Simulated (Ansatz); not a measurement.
Worked example: relaxation of the atoms of CrB4 (Imm2, 5 atoms in the cell) in Ansatz (an electronic-structure program).

Method of the run: LDA (PW92), default PAW files made with PBE (plane waves; Ansatz).

The change in words: one atom moved by 0.15 angstrom; relax: default → atoms; relax.f_tol: default → 0.001 eV/Å. Reference geometry:
```
CrB4
1.0
   -1.42058     2.35917     2.72173
    1.42058    -2.35917     2.72173
    1.42058     2.35917    -2.72173
Cr B
1 4
Direct
  0.00000   0.00000   0.00000
  0.53800   0.34213   0.19587
  0.46200   0.65787   0.80413
  0.14626   0.34213   0.80413
  0.85374   0.65787   0.19587
```

Reference input (self-consistent single point, DFT, LDA (PW92), plane waves, default PAW files made with PBE): basis.ecutwfc = 420 eV; kpoints.mp_grid.grid = 10 10 10; hamiltonian.xc = lda; hamiltonian.pseudopotentials = {kind: paw} (the program's default PAW files); scf.occupations.method = gaussian; scf.occupations.width = 0.1 eV. This run's input differs from it in these lines:

```diff
@@ -6,3 +6,3 @@
   atoms:
-    - { symbol: Cr, position: [0.00000000, 0.00000000, 0.00000000] }
+    - { symbol: Cr, position: [0.02755600, 0.02755600, 0.00000000] }
     - { symbol: B, position: [0.53800000, 0.34213000, 0.19587000] }
@@ -24,2 +24,4 @@
     width: 0.1
+relax:
+  f_tol: 0.001
 output:
```

Log, with long lists cut:

```
   [... SCF lines of the steps left out ...]
relax step   1: F+E_penalty+E_count = -3923.61316051 eV  Δ(F+E_penalty+E_count) = +0.000e0 eV  max|allowed force component| = 3.849e0 eV/Å  Δτ_max = 0.0000 Å  (6 SCF iters, dr2 threshold 1.00e-7 eV, accepted)
relax step   2: F+E_penalty+E_count = -3923.77676840 eV  Δ(F+E_penalty+E_count) = -1.636e-1 eV  max|allowed force component| = 2.403e0 eV/Å  Δτ_max = 0.0432 Å  (6 SCF iters, dr2 threshold 1.00e-4 eV, accepted)
   [... lines left out ...]
relax step   5: F+E_penalty+E_count = -3923.89233217 eV  Δ(F+E_penalty+E_count) = -1.009e-4 eV  max|allowed force component| = 1.961e-2 eV/Å  Δτ_max = 0.0036 Å  (6 SCF iters, dr2 threshold 1.37e-7 eV, accepted)
relax step   6: F+E_penalty+E_count = -3923.89237570 eV  Δ(F+E_penalty+E_count) = -4.353e-5 eV  max|allowed force component| = 2.415e-4 eV/Å  Δτ_max = 0.0010 Å  (6 SCF iters, dr2 threshold 6.73e-8 eV, accepted)
relax step   7: F+E_penalty+E_count = -3923.89237570 eV  Δ(F+E_penalty+E_count) = -4.093e-12 eV  max|allowed force component| = 2.409e-4 eV/Å  Δτ_max = 0.0000 Å  (6 SCF iters, accepted)
the relaxation is at rest under the 4 symmetry operations that the run kept from its start: a minimum is not shown …
Stability not checked: this state was not tested for a lower state beside it, because too few of the mixer's solves of this state at the end of the SCF gave a …
Free energy (F): -3923.892376 eV
Internal energy: -3923.889888 eV  (E = F + TS)
E sigma→0 (E₀):  -3923.891132 eV
Entropy (-TS):   -0.002488 eV (-0.498 meV/atom)
Fermi energy:    13.732221 eV
--- Forces (eV/Å), atoms counted from 1 ---
  atom   1  Cr    -0.00000000     0.00000000     0.00000509
   [... lines left out ...]
    - { symbol: B, position: [0.5438404034661412, 0.34754093902512084, 0.19629946444102025] }
    - { symbol: B, position: [0.46717840474623307, 0.6634817387159028, 0.8036966660303302] }
    - { symbol: B, position: [0.1512414745841007, 0.34754093902512095, 0.8037005355589799] }
    - { symbol: B, position: [0.8597850726855728, 0.663481738715903, 0.1963033339696698] }
```

The run converged.  The full log also holds: “iter 5 did not close the SCF: its close was put off for the readings that it lacked (scf_convergence_deferred on its scf_iter line)”. The full log also holds: “iter 5 did not close the SCF: its close was put off for the readings that it lacked (scf_convergence_deferred on its scf_iter line)”.

Summary of the result:
| Quantity | Result |
|---|---|
| Free energy E − TS (on the zero of these files) | -3923.8924 eV |
| Fermi level (on the code's own zero) | 13.73 eV |
| Pressure | -6.85 GPa |
| Relaxation steps | 7 |

The starting cell comes from a database of computed structures (which also holds hypothetical and non-ambient phases and stackings), without a prior relaxation at this level. Its lattice was rescaled by up to half a per cent. For this run, on top of that: one atom moved by 0.15 angstrom. Spin polarisation is off. The relaxation keeps the symmetry of its start, so its end need not be a minimum. Ansatz's pressure includes its estimate of the finite-basis (Pulay) stress.

Cost on one core of a shared machine: roughly 90 s.

Keys are those of Ansatz 0.2.
